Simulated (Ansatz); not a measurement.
An Ansatz (a program for electronic structure) input (Ansatz r2SCAN, no spin-orbit coupling):

Ansatz 0.2 input:
```yaml
crystal:
  lattice:
    - [-1.6522343429, 1.6522343429, 1.6935402015]
    - [1.6522343429, -1.6522343429, 1.6935402015]
    - [1.6522343429, 1.6522343429, -1.6935402015]
  atoms:
    - { symbol: Nb, position: [0, 0, 0] }
basis: { ecutwfc: 500, ecutrho_ratio: 4, xc_grid: 4, fft_grid_basis: typed }
kpoints: { mp_grid: { grid: [28, 28, 28] } }
hamiltonian:
  xc: r2scan
  dispersion: none
  pseudopotentials: { kind: paw }
scf: { occupations: { method: fermi_dirac, width: 0.1 }, convergence: { dr2_threshold: 0.0000000001 } }
relax: { f_tol: 0.005, max_steps: 50 }
output: { forces: true, stress: true }
checkpoint: { write: state.ck, write_every: 1000 }
```

Problem. Which symmetry and how many k-points will the program report, and about how many plane waves at Γ?

Solution. Space group I4/mmm (ITA 139) with 16 operations, k-points 1639 of 21952, and 467 plane waves at Γ.

Problem. And the final pressure?

Solution. -4.07 GPa (compression positive).

The cells carry an imposed strain or load. Stability against distortions was not tested. The final runs are not spin-polarised. The cell was made from Nb in the bcc (W type) structure (space group Im-3m, No. 229) by this change: uniaxial strain ε_zz = +2.50 %.
